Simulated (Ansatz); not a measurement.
An Ansatz (an electronic-structure program) input (Ansatz r2SCAN, scalar-relativistic without spin-orbit coupling, earlier PAW set):

Ansatz 0.2 input:
```yaml
crystal:
  lattice:
    - [0, 5.5685636948, 5.5685636948]
    - [5.5685636948, -5.5685636948, 5.5685636948]
    - [5.5685636948, 5.5685636948, 0]
  atoms:
    - { symbol: Ca, position: [-0.0053000597, -0.0019717426, 0.0021695177] }
    - { symbol: Ca, position: [-0.0016339995, 0.0002322889, 0.5018481064] }
    - { symbol: Ca, position: [0.1604340509, 0.331597408, 0.1696139395] }
    - { symbol: Ca, position: [0.1617834269, 0.3345080043, 0.6686865095] }
    - { symbol: Ca, position: [0.3321113761, 0.6672087724, 0.3329018556] }
    - { symbol: Ca, position: [0.3318559746, 0.6680681201, 0.8337924685] }
    - { symbol: Ca, position: [0.5063630467, 0.0004496731, -0.0077826277] }
    - { symbol: Ca, position: [0.4970528043, -0.001524929, 0.4970470297] }
    - { symbol: Ca, position: [0.6649516536, 0.3333495072, 0.1661927796] }
    - { symbol: Ca, position: [0.6663102331, 0.3302134595, 0.668557012] }
    - { symbol: Ca, position: [0.8340926993, 0.6709375713, 0.3402464818] }
    - { symbol: Ca, position: [0.8315499775, 0.6677436029, 0.838032288] }
    - { symbol: Li, position: [0.0003360224, 0.5018561069, -0.000064145] }
basis: { ecutwfc: 500, ecutrho_ratio: 4, xc_grid: 4, fft_grid_basis: typed }
kpoints: { mp_grid: { grid: [5, 4, 5] } }
hamiltonian:
  xc: r2scan
  dispersion: none
  pseudopotentials: { azcp: { folder: ./paw }, kind: paw }
scf: { occupations: { method: fermi_dirac, width: 0.05 }, convergence: { dr2_threshold: 0.0000000013 } }
relax: { f_tol: 0.02, max_steps: 45 }
output: { forces: true, stress: true }
checkpoint: { write: state.ck, write_every: 1000 }
```

**Question.** Which symmetry and how many k-points will the program report, and about how many plane waves at Γ?

**Answer.** Space group P1 (ITA 1) with 1 operations, k-points 51 of 100, and 13133 plane waves at Γ.

**Question.** And the final pressure?

**Answer.** 1.16 GPa (compression positive).

The cell is small, so the values are those of an ordered compound at a high defect concentration; dilute-limit values will differ. The cell was made from Ca in the fcc (Cu type) structure (space group Fm-3m, No. 225) by this change: Li interstitial (started 2.78 Å from the nearest host atom). The defect cell is not spin-polarised.
